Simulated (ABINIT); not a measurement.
ABINIT run on Cd (P6_3/mmc, 2 atoms in the cell): band-structure calculation.

Method of the run: PBE, PAW (JTH v2.0 PBE PAW) (plane waves; ABINIT).

Input as run:

```
# Cd, JTH v2.0 PBE PAW
pp_dirpath "./"
pseudos "Cd.GGA_PBE-JTH.xml"
acell 3.0038401450 3.0038401450 5.6649600000 Angstrom
rprim
         0.5000000000   -0.8660254038    0.0000000000
         0.5000000000    0.8660254038    0.0000000000
         0.0000000000    0.0000000000    1.0000000000
natom 2
ntypat 1
znucl 48
typat 1 1
xcart
         2.8382175981    1.6386456943    2.6763057267
         2.8382175981   -1.6386456943    8.0289171802
ecut 40 Ry
pawecutdg 80 Ry
pawxcdev 0
occopt 7
tsmear 0.1 eV
nband 17
kptopt 1
ngkpt 13 13 6
nshiftk 1
shiftk 0 0 0
nstep 60
tolvrs1 1.0e-10
ndtset 2
prtden1 1
getden2 1
iscf2 -2
kptopt2 -7
ndivsm2 4
kptbounds2
       0.00000000  0.00000000  0.00000000  # G
       0.50000000  0.00000000  0.00000000  # M
       0.33333333  0.33333333  0.00000000  # K
       0.00000000  0.00000000  0.00000000  # G
       0.00000000  0.00000000  0.50000000  # A
       0.50000000  0.00000000  0.50000000  # L
       0.33333333  0.33333333  0.50000000  # H
       0.00000000  0.00000000  0.50000000  # A
nband2 21
nbdbuf2 2
tolwfr2 1.0e-12
prtwf 0
enunit 2
```

The program printed (abridged):

```
--- !BeginCycle
solver: {iscf: 17, nstep: 60, nline: 4, wfoptalg: 10, }
tolerances: {tolvrs: 1.00E-10, }
...

     iter   Etot(hartree)      deltaE(h)  residm     nres2
 ETOT  1  -94.984147136291    -9.498E+01 4.678E-01 1.952E+00
 ETOT  2  -95.103335066649    -1.192E-01 1.293E-01 3.967E-01
 ETOT  3  -95.102813551135     5.215E-04 9.284E-02 5.281E-02
 ETOT  4  -95.103569193051    -7.556E-04 2.754E-02 1.042E-02
 ETOT  5  -95.103849632549    -2.804E-04 3.041E-02 9.187E-04
   [... 16 lines left out ...]
 ETOT 22  -95.103901997527    -1.606E-12 3.328E-03 2.967E-09
 ETOT 23  -95.103901997533    -6.693E-12 2.841E-03 1.929E-09
 ETOT 24  -95.103901997530     3.865E-12 2.200E-03 2.589E-10
 ETOT 25  -95.103901997530    -1.847E-13 1.762E-03 1.071E-11
 At SCF step   25       nres2   =  1.07E-11 < tolvrs=  1.00E-10 =>converged.

 Cartesian components of stress tensor (hartree/bohr^3)
  sigma(1 1)= -4.82494270E-05  sigma(3 2)=  0.00000000E+00
  sigma(2 2)= -4.82494275E-05  sigma(3 1)=  0.00000000E+00
  sigma(3 3)= -2.61171601E-05  sigma(2 1)=  0.00000000E+00

 ----iterations are completed or convergence reached----

   [... lines left out ...]
 Fermi (or HOMO) energy (hartree) =   0.26790   Average Vxc (hartree)=  -0.37616
 Fermi (or HOMO) energy (eV) =   7.28981   Average Vxc (eV)= -10.23572
total_energy        : -9.51039011122432E+01
-Cartesian components of stress tensor (GPa)         [Pressure=  1.2025E+00 GPa]
 Unit cell volume ucvol=  2.9872923E+02 bohr^3
   [... lines left out ...]
  2.02E-13  5.44E-13  5.78E-13  5.52E-13  1.34E-13  5.23E-13  3.52E-13  5.44E-13
  4.73E-14  2.54E-13  3.31E-13  5.97E-13  7.13E-14  1.72E-13  8.89E-13  1.53E-11
  2.39E-13  7.69E-13  8.90E-13  4.72E-13  2.26E-13
 -8.8163E-02 -8.8163E-02 -7.0779E-02 -7.0779E-02 -7.0779E-02 -7.0779E-02
 -4.8046E-02 -4.8046E-02 -4.8046E-02 -4.8046E-02  9.3788E-04  9.3788E-04
  4.0052E-01  4.0052E-01  7.2562E-01  7.2562E-01  7.8389E-01  7.8389E-01
  8.3010E-01  8.3010E-01  8.3010E-01

 scprqt:  WARNING -
  nstep=   60 was not enough non-SCF iterations to converge;
  maximum residual=  3.769E-04 exceeds tolwfr=  1.000E-12

 ----iterations are completed or convergence reached----

 reduced coordinates (array xred) for    2 atoms
       0.333333331147      0.666666664481      0.249999997812
       0.666666664481      0.333333331147      0.749999997812

 Calculation completed.
```

The run ended unconverged in one of its stages. 

The starting cell has typed, rounded lattice constants, without a prior relaxation at this level. Its lattice was rescaled by a random factor within 2.5 % of one.
